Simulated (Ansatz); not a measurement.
System: CsCl-type DyAg. Method: r²SCAN in Ansatz (PAW).

Numerical settings: plane-wave cutoff 500 eV, 16×16×16 k mesh, Fermi–Dirac smearing 0.1 eV, spin-polarised start, scalar-relativistic PAW data made under PBE.

Computed at the level's own relaxed cell.

**Question.** Predict the volume per atom and lattice parameter a.

**Answer.** 
volume per atom: 24.58 Å³/atom
lattice parameter a: 3.664 Å

Note: the magnetic order was assumed, not searched for or taken from measurement; the 4f shell is treated without U or exact exchange, so its levels and filling can be wrong.

Spin–orbit coupling is not included.

Computed values are for the static lattice.

Ansatz is an electronic-structure program.
